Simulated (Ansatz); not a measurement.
Data:

End structure of SiH2 on the (100) surface of germanium (p(2x2) alternately buckled dimers; a constructed slab, bottom: dihydride, held), one in a cell of 66 Å², started at the site 'hollow Ge-Ge-Ge-Ge over Ge at depth 3.2 Å':

```yaml
crystal:
  lattice:
    - [8.14587, 0.00000, 0.00000]
    - [0.00000, 8.14587, 0.00000]
    - [0.00000, 0.00000, 30.50000]
  atoms:
    - { symbol: Ge, position: [0.25000, 0.00000, 0.34812] }
    - { symbol: Ge, position: [0.75000, 0.00000, 0.34812] }
    - { symbol: Ge, position: [0.25000, 0.50000, 0.34812] }
    - { symbol: Ge, position: [0.75000, 0.50000, 0.34812] }
    - { symbol: Ge, position: [0.25000, 0.25000, 0.39534] }
    - { symbol: Ge, position: [0.75000, 0.25000, 0.39534] }
    - { symbol: Ge, position: [0.25000, 0.75000, 0.39534] }
    - { symbol: Ge, position: [0.75000, 0.75000, 0.39534] }
    - { symbol: Ge, position: [0.99798, 0.25025, 0.44210] }
    - { symbol: Ge, position: [0.50202, 0.24975, 0.44210] }
    - { symbol: Ge, position: [0.99798, 0.74975, 0.44210] }
    - { symbol: Ge, position: [0.50202, 0.75025, 0.44210] }
    - { symbol: Ge, position: [0.99146, 0.00000, 0.48903] }
    - { symbol: Ge, position: [0.50156, 0.00000, 0.48925] }
    - { symbol: Ge, position: [0.99844, 0.50000, 0.48925] }
    - { symbol: Ge, position: [0.50854, 0.50000, 0.48903] }
    - { symbol: Ge, position: [0.24623, 0.99455, 0.53308] }
    - { symbol: Ge, position: [0.74654, 0.99498, 0.53922] }
    - { symbol: Ge, position: [0.25451, 0.50921, 0.53327] }
    - { symbol: Ge, position: [0.75289, 0.50269, 0.53901] }
    - { symbol: Ge, position: [0.25909, 0.25113, 0.57427] }
    - { symbol: Ge, position: [0.74579, 0.24890, 0.58454] }
    - { symbol: Ge, position: [0.23483, 0.75359, 0.58432] }
    - { symbol: Ge, position: [0.74743, 0.74777, 0.59031] }
    - { symbol: Ge, position: [0.01720, 0.24986, 0.62082] }
    - { symbol: Ge, position: [0.48798, 0.26550, 0.62995] }
    - { symbol: Ge, position: [0.00148, 0.73766, 0.64083] }
    - { symbol: Ge, position: [0.48416, 0.72122, 0.63398] }
    - { symbol: Ge, position: [0.08454, 0.02064, 0.67250] }
    - { symbol: Ge, position: [0.38878, 0.99581, 0.65598] }
    - { symbol: Ge, position: [0.10806, 0.46224, 0.67463] }
    - { symbol: Ge, position: [0.42407, 0.48553, 0.68757] }
    - { symbol: H, position: [0.39806, 0.00000, 0.31517] }
    - { symbol: H, position: [0.10194, 0.00000, 0.31517] }
    - { symbol: H, position: [0.89806, 0.00000, 0.31517] }
    - { symbol: H, position: [0.60194, 0.00000, 0.31517] }
    - { symbol: H, position: [0.39806, 0.50000, 0.31517] }
    - { symbol: H, position: [0.10194, 0.50000, 0.31517] }
    - { symbol: H, position: [0.89806, 0.50000, 0.31517] }
    - { symbol: H, position: [0.60194, 0.50000, 0.31517] }
    - { symbol: Si, position: [0.01791, 0.24258, 0.72582] }
    - { symbol: H, position: [0.08543, 0.22928, 0.77163] }
    - { symbol: H, position: [0.83385, 0.23608, 0.72937] }
```

Slab: 43 atoms, 11.3 Å thick at the start with caps and adatoms under the adsorbate (thin: gaps and levels are the slab's own); k 3x3x1, smearing 0.01 eV, dipole-corrected; single point; no symmetry held, on the structure that PBE left; no spin, no spin-orbit, no U, no dispersion correction. At the end it is bonded to 2 Ge. In PBE it is, or lies within 0.03 eV of, the lowest of the starts that converged; the order may differ at this level.

A negative adsorption energy means that the adsorbate is more stable on the surface than in its reference.

### Question
Give the adsorption energy against SiH4(g) − H2(g) at the same level at the level Ansatz (an electronic-structure program) with r2SCAN, at the PBE geometry.

### Answer
-0.19 eV

### Question
Estimate the change of the step from the bottom to the top vacuum level, against the clean slab that r2SCAN, at the PBE geometry returns for this input.

### Answer
-0.003 eV
